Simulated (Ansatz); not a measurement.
The parent structure is MoSi2 (space group I4/mmm, No. 139; a = 3.217 Å, c = 7.875 Å; relaxed with 0.1 eV smearing). Axes: x, y, z lie along a, b, c of the conventional cell.

All numbers come from Ansatz (a quantum-chemistry and plane-wave program), PBE, PAW, cutoff 420 eV, scalar-relativistic without spin-orbit coupling.

Modification: an isotropic linear strain of +1.00 %; the atoms relax in the strained cell.

### Question
Predict the stress tensor and what it implies for the stiffness.

### Answer
Stress of the strained cell less that of the base (GPa, compression positive):
```
   -5.5     0.0     0.0
    0.0    -5.5     0.0
    0.0     0.0    -6.1
```

Then B = −ΔP/(ΔV/V₀) with ΔV/V₀ = 0.0303 gives secant stiffness values (nonlinear terms included at this strain): B (at held cell shape, above the free-shape value) ≈ 189 GPa.

As a check, the harmonic strain energy −½ V₀ Δσ:ε is 7.3 meV/atom; the computed energy rise is 7.5 meV/atom.

Whether these cells are dynamically stable was not tested. The final runs are not spin-polarised.
